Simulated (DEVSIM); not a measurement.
Device: Au/SiO2/p-Si capacitor, at 300 K.

Layer 1 from the left is SiO2, thickness (nm) 6.10. Layer 2 from the left is Si, thickness (nm) 2100, Na (cm⁻³) 7.7e16.

Metal gate on the left, work function 5.1 eV. Fixed charge at the semiconductor interface 2.3e12 cm⁻² (in units of +e); no interface traps.

Constants are typed, rounded textbook-type inputs, not results; the design itself was drawn at random and stands for no fabricated device. Values at 300 K.

SiO2: gap (eV) 9, affinity (eV) 0.9, permittivity 3.9. Si: gap (eV) 1.124, affinity (eV) 4.05, permittivity 11.7, Nc (cm⁻³) 2.86e19, Nv (cm⁻³) 3.1e19.

Question: Estimate by hand the flat-band voltage, the threshold voltage, and compare with a numerical solution.

Answer: 
- Flat-band voltage: C = 0.566 μF/cm², work-function difference 0.081 V; VFB = φms − qNf/C = -0.57 V; numerical -0.57 V.
- Threshold voltage: φF = 0.408 V, depletion charge √(4εqNφF) = 1.44e-7 C/cm²; VT = VFB + 2φF + Qd/C = 0.50 V; numerical 0.50 V.

DEVSIM, 1D Poisson equation in equilibrium, Boltzmann statistics, complete ionisation; no quantum confinement or tunnelling. Metal contacts follow the ideal Schottky-Mott rule: no Fermi-level pinning, no interface dipoles.
